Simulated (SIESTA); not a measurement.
Worked example: self-consistent single point of Al2Cu (I4/mcm, 6 atoms in the cell) in SIESTA.

Method of the run: LDA PW92, numerical atomic orbitals TZP, PseudoDojo LDA standard norm-conserving potentials (rewritten from UPF to PSML) (SIESTA).

```yaml
crystal:
  lattice:
    - [-2.99890, 2.99890, 2.39274]
    - [2.99890, -2.99890, 2.39274]
    - [2.99890, 2.99890, -2.39274]
  atoms:
    - { symbol: Al, position: [0.84139, 0.65861, 0.50000] }
    - { symbol: Al, position: [0.15861, 0.34139, 0.50000] }
    - { symbol: Al, position: [0.65861, 0.15861, 0.81722] }
    - { symbol: Al, position: [0.34139, 0.84139, 0.18278] }
    - { symbol: Cu, position: [0.25000, 0.25000, 0.00000] }
    - { symbol: Cu, position: [0.75000, 0.75000, 0.00000] }
```

Reference input (self-consistent single point, DFT, GGA PBE, numerical atomic orbitals TZP, PseudoDojo PBE standard norm-conserving potentials (rewritten from UPF to PSML)): XC.functional = GGA; XC.authors = PBE; potentials = PseudoDojo PBE standard; PAO.BasisSize = TZP; PAO.EnergyShift = 0.01 Ry; MeshCutoff = 350 Ry; kgrid.MonkhorstPack = 6 6 6; OccupationFunction = MP; OccupationMPOrder = 0; ElectronicTemperature = 0.272 eV; MaxSCFIterations = 150; SCF.Mixer.Method = Broyden. This run's input differs from it in these lines:

```diff
@@ -1,2 +1,2 @@
-# files in the folder: Al.psml Cu.psml (PseudoDojo PBE standard)
+# files in the folder: Al.psml Cu.psml (PseudoDojo LDA standard)
 SystemName  Al2Cu
@@ -26,4 +26,4 @@
 
-XC.functional                GGA
-XC.authors                   PBE
+XC.functional                LDA
+XC.authors                   PW92
 PAO.BasisSize                TZP
```

The program printed (abridged):

```
        iscf     Eharris(eV)        E_KS(eV)     FreeEng(eV)     dDmax    Ef(eV) dHmax(eV)
   scf:    1    -9100.081702   -10096.964216   -10097.161404  1.368714  0.648543108.744798
   scf:    2   -10190.396070   -10504.902908   -10504.963567  1.314094 -4.010071 46.335353
   scf:    3   -10578.847333   -10545.288640   -10545.326754  0.941999 -3.890006 26.487865
   scf:    4   -10576.167828   -10566.526720   -10566.591358  0.498726 -3.881527  3.248974
   scf:    5   -10567.017846   -10566.795441   -10566.861243  0.016003 -3.872477  1.995475
   [... 4 lines left out ...]
   scf:   10   -10567.002497   -10567.002492   -10567.069230  0.000474 -3.921858  0.024121
   scf:   11   -10567.002478   -10567.002499   -10567.069252  0.000448 -3.922389  0.006473
   scf:   12   -10567.002506   -10567.002503   -10567.069254  0.000062 -3.922598  0.002077
   scf:   13   -10567.002505   -10567.002504   -10567.069254  0.000023 -3.922665  0.000349
SCF Convergence by DM+H criterion
max |DM_out - DM_in|         :     0.0000227040
max |H_out - H_in|      (eV) :     0.0003494048
SCF cycle converged after 13 iterations

Using DM_out to compute the final energy and forces

siesta: E_KS(eV) =           -10567.0025

siesta: E_KS - E_eggbox =    -10567.0025

siesta: Atomic forces (eV/Ang):
     1    0.025264   -0.025264   -0.000000
     2   -0.025264    0.025264   -0.000000
     3    0.025264    0.025264    0.000000
     4   -0.025264   -0.025264    0.000000
     5   -0.000000    0.000000   -0.000000
     6   -0.000000   -0.000000    0.000000
   Tot   -0.000000   -0.000000    0.000000
   Max    0.025264
   Res    0.016842    sqrt( Sum f_i^2 / 3N )
   Max    0.025264    constrained

   [... lines left out ...]
siesta: FreeEng =    -10567.069254
siesta: Cell volume =         86.075303 Ang**3
siesta:         -20.09927110        -20.35205990  kBar
   [... lines left out ...]

              0.082   0.058   0.082   0.087   0.175   0.178   0.229   0.178

              0.156

mulliken: Qtot =       50.000

Mulliken Atomic Populations:
Atom #   charge [q] valence [e]  Species
     1    -0.167226    3.167226  Al
     2    -0.167225    3.167225  Al
     3    -0.167226    3.167226  Al
     4    -0.167225    3.167225  Al
     5     0.334451   18.665549  Cu
     6     0.334451   18.665549  Cu
 Total     0.000000
```

The run converged in 13 iterations. Against the reference run the pressure goes from 4.94 to -2.01 GPa and the largest force goes from 0.080 to 0.036 eV/Å.

The starting cell comes from a database of computed structures (which also holds hypothetical and non-ambient phases and stackings), without a prior relaxation at this level. Spin polarisation is off. Values carry the incompleteness of an atom-centred basis.

Cost on one core of a shared machine: roughly 2 min.
